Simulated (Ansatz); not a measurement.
The starting structures come from a database of crystals and need not be the phases stable at ambient conditions.

 Where the default PAW files enter, the runs use the earlier of Ansatz's two default sets.

Inside the gap of an insulator the Bloch states are evanescent, with a wavenumber k + iκ along the transport direction.

Input:

```xyz
2
Lattice="4.8875 0.0000 0.0000 -2.4437 4.2327 0.0000 2.4437 1.4109 3.9906" Properties=species:S:1:pos:R:3 pbc="T T T"
Rb     0.0000     0.0000     0.0000
Br     0.0000     2.8218     1.9953
```

Space group of this cell: Fm-3m, rock salt. The cell is taken as given.

Transport runs along the normal of the first two printed cell vectors, the (111) plane of the conventional cell.

No gap correction and no spin-orbit coupling; mid-gap values are interpolated between computed energies.

Q: Predict the band gap and the smallest decay constant κ at mid-gap from r2SCAN run with Ansatz (an electronic-structure program).

A: Gap 4.90 eV on a 10×10×10 mesh; κ = 0.388 1/Å, at the zone centre.
